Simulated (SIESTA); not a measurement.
**Worked example: self-consistent single point of SiMo₃ (Pm-3n, 8 atoms in the cell) in SIESTA**

Level of theory: GGA PBE, numerical atomic orbitals DZP, PseudoDojo PBE standard norm-conserving potentials (rewritten from UPF to PSML) in SIESTA.

Input:

```
# files in the folder: Si.psml Mo.psml (PseudoDojo PBE standard)
SystemName  SiMo3
SystemLabel simo3

NumberOfAtoms                8
NumberOfSpecies              2
%block ChemicalSpeciesLabel
  1 14 Si
  2 42 Mo
%endblock ChemicalSpeciesLabel
LatticeConstant              1.0 Ang
%block LatticeVectors
     4.870630000    0.000000000    0.000000000
     0.000000000    4.870630000    0.000000000
     0.000000000    0.000000000    4.870630000
%endblock LatticeVectors
AtomicCoordinatesFormat      Bohr
%block AtomicCoordinatesAndAtomicSpecies
     4.602078377    4.602078377    4.602078377  1
     0.000000000    0.000000000    0.000000000  1
     0.000000000    4.602078377    2.301039189  2
     0.000000000    4.602078377    6.903117566  2
     2.301039189    0.000000000    4.602078377  2
     6.903117566    0.000000000    4.602078377  2
     4.602078377    2.301039189    0.000000000  2
     4.602078377    6.903117566    0.000000000  2
%endblock AtomicCoordinatesAndAtomicSpecies

XC.functional                GGA
XC.authors                   PBE
PAO.BasisSize                DZP
PAO.EnergyShift              0.01 Ry
MeshCutoff                   300 Ry
%block kgrid.MonkhorstPack
    5   0   0  0.0
    0   5   0  0.0
    0   0   5  0.0
%endblock kgrid.MonkhorstPack
OccupationFunction           MP
OccupationMPOrder            0
ElectronicTemperature        2320.9 K

MaxSCFIterations             150
SCF.Mixer.Method             Broyden
SCF.Mixer.Weight             0.25
SCF.Mixer.History            6
SCF.DM.Tolerance             1.0E-05
Diag.ParallelOverK           true
WriteForces                  true
Charge.Mulliken              end
```

Output (repeated stretches shortened):

```
reinit: Reading from file input.fdf

reinit: System Name: SiMo3
reinit: System Label: simo3

coor:   Atomic-coordinates input format  =     Cartesian coordinates
coor:                                            (in Bohr units)

siesta: Atomic coordinates (Bohr) and species
siesta:      4.60208   4.60208   4.60208  1        1
siesta:      0.00000   0.00000   0.00000  1        2
siesta:      0.00000   4.60208   2.30104  2        3
siesta:      0.00000   4.60208   6.90312  2        4
siesta:      2.30104   0.00000   4.60208  2        5
siesta:      6.90312   0.00000   4.60208  2        6
siesta:      4.60208   2.30104   0.00000  2        7
siesta:      4.60208   6.90312   0.00000  2        8

siesta: System type = bulk

initatomlists: Number of atoms, orbitals, and projectors:      8   140   144

siesta: ******************** Simulation parameters ****************************
redata: Spin configuration                          = none
redata: Time-Reversal Symmetry                      = T
redata: Number of Atomic Species                    =        2
redata: Mesh Cutoff                                 =   300.0000 Ry
redata: Net charge of the system                    =     0.0000 |e|
redata: Min. number of SCF Iter                     =        0
redata: Max. number of SCF Iter                     =      150
redata: SCF convergence failure will abort job
redata: SCF mix quantity                            = Hamiltonian
redata: Mix DM or H after convergence               =   F
redata: Recompute H after scf cycle                 =   F
redata: Mix DM in first SCF step                    =   T
redata: No kicks to SCF
redata: DM Mixing Weight for Kicks                  =     0.5000
redata: Require Harris convergence for SCF          =   F
redata: Harris energy tolerance for SCF             =     0.000100 eV
redata: Require DM convergence for SCF              =   T
   [... lines left out ...]
diag: Used triangular part                          = Lower
diag: Absolute tolerance                            =  0.100E-15
diag: Orthogonalization factor                      =  0.100E-05
diag: Memory factor                                 =  1.0000

superc: Internal auxiliary supercell:     5 x     5 x     5  =     125
superc: Number of atoms, orbitals, and projectors:   1000  17500  18000

                        Single-point calculation

superc: Internal auxiliary supercell:     5 x     5 x     5  =     125
superc: Number of atoms, orbitals, and projectors:   1000  17500  18000

outcell: Unit cell vectors (Ang):
        4.870630    0.000000    0.000000
        0.000000    4.870630    0.000000
        0.000000    0.000000    4.870630

outcell: Cell vector modules (Ang)   :    4.870630    4.870630    4.870630
outcell: Cell angles (23,13,12) (deg):     90.0000     90.0000     90.0000
outcell: Cell volume (Ang**3)        :    115.5461
new_DM -- step:     1
Initializing Density Matrix...

Attempting to read DM from file... Failed...
DM filled with atomic data:

InitMesh: MESH = 54 x 54 x 54 = 157464
InitMesh: Mesh cutoff (required, used) =   300.000   339.719 Ry

stepf: Methfessel-Paxton step function
       Using Hermite-Gauss polynomials of order  0
        iscf     Eharris(eV)        E_KS(eV)     FreeEng(eV)     dDmax    Ef(eV) dHmax(eV)
   scf:    1   -11611.754346   -11686.386627   -11686.458839  0.949182 -2.181849  8.587668
   scf:    2   -11708.997612   -11699.901178   -11699.962286  0.320332 -2.963801  3.427330
   scf:    3   -11702.646360   -11701.759502   -11701.822343  0.118937 -3.470632  0.757622
   scf:    4   -11702.016063   -11701.911230   -11701.975657  0.069949 -3.631782  0.047822
   scf:    5   -11701.911683   -11701.911476   -11701.975932  0.002103 -3.638375  0.027314
   scf:    6   -11701.911650   -11701.911564   -11701.975939  0.000656 -3.643135  0.024159
   scf:    7   -11701.911819   -11701.911702   -11701.976035  0.001870 -3.653294  0.002329
   scf:    8   -11701.911706   -11701.911704   -11701.976036  0.000216 -3.654365  0.000123
   scf:    9   -11701.911703   -11701.911703   -11701.976036  0.000009 -3.654377  0.000086
SCF Convergence by DM+H criterion
max |DM_out - DM_in|         :     0.0000094544
max |H_out - H_in|      (eV) :     0.0000855024
SCF cycle converged after 9 iterations

Using DM_out to compute the final energy and forces

siesta: E_KS(eV) =           -11701.9117

siesta: E_KS - E_eggbox =    -11701.9117

siesta: Atomic forces (eV/Ang):
     1   -0.000000    0.000000    0.000000
     2    0.000000   -0.000000   -0.000000
     3    0.000000    0.000000    0.000001
     4    0.000000    0.000000   -0.000001
     5    0.000009   -0.000000    0.000000
     6   -0.000008   -0.000000    0.000000
     7   -0.000000   -0.000009   -0.000001
     8   -0.000000    0.000010   -0.000001
   Tot    0.000000    0.000000    0.000000
   Max    0.000010
   Res    0.000004    sqrt( Sum f_i^2 / 3N )
   Max    0.000010    constrained

Stress tensor Voigt[x,y,z,yz,xz,xy] (kbar):      -58.60      -58.60      -58.60       -0.00       -0.00       -0.00
(Free)E + p*V (eV/cell)   -11697.7501
Target enthalpy (eV/cell)   -11701.9760

siesta: Program's energy decomposition (eV):
siesta: Ebs     =     -2505.698471
siesta: Eions   =     20720.982351
siesta: Ena     =      5417.427892
siesta: Ekin    =      3734.716534
siesta: Enl     =      1420.646794
siesta: Eso     =         0.000000
siesta: Edftu   =         0.000000
siesta: DEna    =       214.301083
siesta: DUscf   =         7.824825
siesta: DUext   =         0.000000
siesta: Ex      =     -1633.705169
siesta: Ec      =      -142.141310
siesta: Exc     =     -1775.846479
siesta: Eharris =    -11701.911703
siesta: Etot    =    -11701.911703
siesta: FreeEng =    -11701.976036

siesta: Stress tensor (static) (eV/Ang**3):
siesta:    -0.036574   -0.000000    0.000000
siesta:    -0.000000   -0.036574   -0.000000
siesta:    -0.000000   -0.000000   -0.036574

siesta: Cell volume =        115.546134 Ang**3

siesta: Pressure (static):
siesta:                Solid            Molecule  Units
siesta:           0.00039834          0.00039834  Ry/Bohr**3
siesta:           0.03657397          0.03657396  eV/Ang**3
siesta:          58.59796761         58.59793826  kBar

mulliken: Atomic and Orbital Populations:

   [... lines left out ...]

              0.107  -0.064  -0.040
   4 13.997   1.862   0.075   0.364   1.947   1.920   1.947   0.338   0.209
              0.338   1.036   1.008   0.967   1.008   1.049  -0.012  -0.064

              0.107  -0.064  -0.040
   5 13.997   1.862   0.075   0.364   1.947   1.947   1.920   0.338   0.338
              0.209   1.008   1.036   1.028   1.008   0.988  -0.064  -0.012

             -0.003  -0.064   0.070
   6 13.997   1.862   0.075   0.364   1.947   1.947   1.920   0.338   0.338
              0.209   1.008   1.036   1.028   1.008   0.988  -0.064  -0.012

             -0.003  -0.064   0.070
   7 13.997   1.862   0.075   0.364   1.920   1.947   1.947   0.209   0.338
              0.338   1.008   1.008   1.028   1.036   0.988  -0.064  -0.064

             -0.003  -0.012   0.070
   8 13.997   1.862   0.075   0.364   1.920   1.947   1.947   0.209   0.338
              0.338   1.008   1.008   1.028   1.036   0.988  -0.064  -0.064

             -0.003  -0.012   0.070

mulliken: Qtot =       92.000

Mulliken Atomic Populations:
Atom #   charge [q] valence [e]  Species
     1    -0.008254    4.008254  Si
     2    -0.008254    4.008254  Si
     3     0.002746   13.997254  Mo
     4     0.002747   13.997253  Mo
     5     0.002754   13.997246  Mo
     6     0.002754   13.997246  Mo
     7     0.002753   13.997247  Mo
     8     0.002754   13.997246  Mo
 Total     0.000000
```

The run converged in 9 iterations.

The starting cell comes from a database of computed structures (which also holds hypothetical and non-ambient phases and stackings), without a prior relaxation at this level. Its lattice was rescaled by a random factor within 2.5 % of one. Spin polarisation is off. Values carry the incompleteness of an atom-centred basis. With a pressure of about 6 GPa the cell is away from its equilibrium volume at this level.

Cost on one core of a shared machine: roughly 2 min.
